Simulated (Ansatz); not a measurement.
Converging the plane-wave cutoff: KCaF3 (P4mm, 5 atoms in the cell)

```
KCaF3
1.0
    4.46828     0.00000     0.00000
    0.00000     4.46828     0.00000
    0.00000     0.00000     4.46828
K Ca F
1 1 3
Direct
  0.50000   0.50000   0.51119
  0.00000   0.00000   0.00000
  0.00000   0.50000   0.00000
  0.50000   0.00000   0.00000
  0.00000   0.00000   0.50000
```

Level of theory: PBEsol, default PAW files made with PBE (plane waves; Ansatz, an electronic-structure program).

Base settings: basis.ecutwfc = 420 eV; kpoints.mp_grid.grid = 6 6 6; hamiltonian.xc = pbesol; hamiltonian.pseudopotentials = {kind: paw} (the program's default PAW files); scf.occupations.method = fixed.

The second cell is the first with its lattice scaled by 0.98.

The mesh stays at the base's, so the ladder's end is converged at best in this setting alone.

The first pressure column holds Ansatz's estimate of the finite-basis (Pulay) stress, which hides part of the cutoff error; the other is without it.

Only quantities that move along the ladder and can be compared are tabulated.

The count of work is k-points × plane waves × bands × iterations; it is no time. 

The starting cell comes from a database of computed structures (which also holds hypothetical and non-ambient phases and stackings), without a prior relaxation at this level. Its lattice was rescaled by up to half a per cent. One atom was moved a little off its site on purpose.

Steps (basis.ecutwfc): 145 eV; 170 eV; 190 eV; 210 eV; 230 eV; 250 eV; 295 eV; 335 eV; 380 eV; 420 eV; 460 eV; 505 eV; 565 eV; 630 eV; 735 eV; 840 eV; 1010 eV.

**Question.** What is the coarsest basis.ecutwfc that holds the pressure within 0.05 GPa of the last step, with all finer ones?

**Answer.** 380 eV, at 0.19 of the last step's count of work; the step before is off by 0.09 GPa.

**Question.** What is the coarsest basis.ecutwfc that holds the energy of the compressed cell less the first within 0.5 meV/atom of the last step, with all finer ones?

**Answer.** 380 eV, at 0.19 of the last step's count of work; the step before is off by 1.00 meV/atom.

**Question.** What is the coarsest basis.ecutwfc that holds the forces within 0.005 eV/Å of the last step, with all finer ones?

**Answer.** 335 eV, at 0.19 of the last step's count of work; the step before is off by 0.008 eV/Å.

```csv
basis.ecutwfc,free energy less the last step's (meV/atom),energy of the compressed cell less the first (meV/atom),pressure (GPa),pressure without the Pulay estimate (GPa),largest difference of a force vector from the last step's (eV/Å),count of work / last
145 eV,25753.55,32.13,12.27,-513.55,0.013,0.079
170 eV,14060.05,41.23,-4.85,-350.90,0.150,0.090
190 eV,8736.03,-58.97,-9.62,-252.67,0.027,0.089
210 eV,5297.33,9.14,-8.06,-175.73,0.072,0.12
230 eV,3162.41,-15.18,-3.36,-119.42,0.028,0.14
250 eV,1816.74,5.27,-1.00,-78.41,0.004,0.12
295 eV,472.34,-1.46,-1.73,-28.16,0.008,0.15
335 eV,126.31,-4.57,-2.06,-10.93,0.000,0.19
380 eV,22.65,-3.52,-1.99,-4.11,0.000,0.19
420 eV,4.10,-3.49,-1.97,-2.39,0.000,0.26
460 eV,1.39,-3.52,-1.97,-2.01,0.000,0.30
505 eV,1.24,-3.52,-1.97,-1.97,0.000,0.35
565 eV,1.03,-3.53,-1.97,-1.98,0.000,0.35
630 eV,0.86,-3.55,-1.97,-1.97,0.000,0.41
735 eV,0.75,-3.56,-1.97,-1.98,0.000,0.51
840 eV,0.34,-3.57,-1.97,-1.99,0.000,0.64
1010 eV,0.00,-3.57,-1.97,-1.98,0.000,1.0
```

The energy difference between the two cells stays within 1 meV/atom of the last step's from 335 eV on, the total only from 630 eV on: much of the error is common to both cells and cancels.

At the lowest cutoff the pressure without the Pulay estimate lies 512 GPa under the last step's, the usual sign of Pulay stress in an incomplete plane-wave basis.

Keys are those of Ansatz 0.2.
